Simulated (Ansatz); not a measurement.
Base system: MgSe in the rock salt structure (space group Fm-3m, No. 225; a = 5.450 Å). Axes: x, y, z lie along the cube axes.

Method: plane-wave PAW DFT at the PBEsol level (Ansatz, a first-principles code, 420 eV), spin-orbit coupling left out.

Perturbation: compressive biaxial strain of 2.50 % in the plane normal to [001], as in epitaxy on a mismatched substrate; the out-of-plane cell vector and the atoms relax.

**Question.** What happens to the out-of-plane strain?

**Answer.** The out-of-plane strain amounts to +1.40 %.

Stability against distortions was not tested.
